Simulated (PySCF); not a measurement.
PySCF 2.14.0, WB97X/def2-svp, df: Cr(NH)2(OH)(NH2) ([NH]=[Cr](=[NH])([NH2])[OH]), 10 atoms. The geometry is a generated start, not checked to be a minimum at this level.

| Item | Result |
|---|---|
| task | energy |
| method | wb97x |
| basis | def2-svp |
| two-electron scheme | density fitting |
| mol.max_memory | 3000 MB |
| mf.max_cycle | 100 |
| mf.init_guess | minao (default) |
| mf.DIIS | CDIIS (default) |
| mf.diis_space | 8 (default) |
| mf.conv_tol | 1e-09 (default) |
| mf.grids.level | 3 (default) |
| basis functions | 112 |
| grid points | 125736 |

```xyz
10

Cr    -0.0882     0.1328    -0.2179
N     -1.5563    -0.5902    -0.3047
H     -2.3865    -1.1092    -0.5621
N      0.9800    -0.4035    -1.3381
H      1.4659    -0.7973    -2.1343
O     -0.2195     1.8501    -0.2173
H     -0.4757     2.7611    -0.3557
N      0.6086    -0.4772     1.3719
H      1.5944    -0.6359     1.5586
H      0.0773    -0.7307     2.1995
```

Charge 0 and multiplicity 1 are set for this test and not shown to be the ground state.

One run each on 2 threads, 1 BLAS thread. Values of level_shift (Hartree) tried: 0 (default), 0.1, 0.3, 1.

Q: Which value of level_shift (Hartree) needs the fewest Fock builds, and what happens away from it?

A: Fewest Fock builds: 0 (default) with 18. The count rises to 34 at 1. All converge to one solution.

```json
[
 {"level_shift (Hartree)": "0 (default)", "Fock builds": "18", "end": "same solution"},
 {"level_shift (Hartree)": "0.1", "Fock builds": "20", "end": "same solution"},
 {"level_shift (Hartree)": "0.3", "Fock builds": "23", "end": "same solution"},
 {"level_shift (Hartree)": "1", "Fock builds": "34", "end": "same solution"}
]
```
